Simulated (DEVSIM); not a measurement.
System: abrupt Si n-p junction, at 300 K.

Layer 1 from the left is Si, thickness (μm) 43.0, Nd (cm⁻³) 2.5e16, τn (s) 6.4e-5, τp (s) 6.4e-5. Layer 2 from the left is Si, thickness (μm) 2.70, Na (cm⁻³) 1.9e17, τn (s) 6.4e-5, τp (s) 6.4e-5.

Left contact: ohmic. Right contact: ohmic. Voltage is applied to the left contact. Recombination: SRH at mid-gap, radiative, Auger. Mobility is μmin + (μ − μmin)/(1 + (N/Nref)^α).

This is a model device: material constants are rounded textbook-type values typed into the input, and sizes, dopings and lifetimes were drawn at random. Values at 300 K.

Si: gap (eV) 1.124, affinity (eV) 4.05, permittivity 11.7, Nc (cm⁻³) 2.86e19, Nv (cm⁻³) 3.1e19, μn (cm²/Vs) 1417, μp (cm²/Vs) 470, μn,min 52, μp,min 45, Nref,n 9.7e16, Nref,p 2.2e17, αn 0.68, αp 0.72, B (cm³/s) 4.7e-15, Cn (cm⁶/s) 2.8e-31, Cp (cm⁶/s) 9.9e-32.

DEVSIM, 1D drift-diffusion, Boltzmann statistics, complete ionisation; no tunnelling, impact ionisation, image-force lowering or self-heating.

Dark forward current:

```
|V| (V)  |J| (A/cm²)
-------  -----------
0.05       8.330e-11
0.10       4.838e-10
0.15        2.827e-9
0.20        1.788e-8
0.25        1.189e-7
0.30        8.084e-7
0.35        5.552e-6
0.40        3.829e-5
0.45       0.0002645
0.50        0.001828
0.55         0.01263
0.60         0.08714
0.65          0.5933
0.70           3.745
0.75           18.13
0.80           58.43
0.85           135.9
0.90           256.3
0.95           422.7
1.00           636.9
1.05           900.1
1.10            1213
1.15            1577
1.20            1993
1.25            2461
```

Work out the local ideality factor n = ΔV / (kT/q · ln(J2/J1)) between the rows 0.15 and 0.20 V, 0.45 and 0.50 V, 1.20 and 1.25 V.

kT/q = 25.85 mV. From 0.15 to 0.20 V: ln(1.788e-8/2.827e-9) = 1.844, n = 1.05, near the 1 of diffusion or emission over a barrier. From 0.45 to 0.50 V: ln(0.001828/0.0002645) = 1.933, n = 1.00, near the 1 of diffusion or emission over a barrier. From 1.20 to 1.25 V: ln(2461/1993) = 0.211, n = 9.17.

Estimate the current at 0.40 V from the Shockley equation with J0 = Σ q ni² D/(N L) coth(W/L), τ joining the SRH, radiative and Auger lifetimes that are on, and W taken as the whole layer.

ni² = 1.16e20 cm⁻⁶; holes in the n layer: μ = 397 cm²/Vs, D = 10.3 cm²/s, τ = 6.28e-5 s, L = 254 μm, W/L = 0.17, term 1.79e-12 A/cm²; electrons in the p layer: μ = 581 cm²/Vs, D = 15.0 cm²/s, τ = 4.98e-5 s, L = 273 μm, W/L = 0.0099, term 5.44e-12 A/cm². J0 = 7.22e-12 A/cm², and J = J0 exp(qV/kT) = 3.79e-5 A/cm². The simulation gives 3.83e-5 A/cm², the same within the digits that matter. The estimate leaves out recombination in the depletion region and that region's share of W.
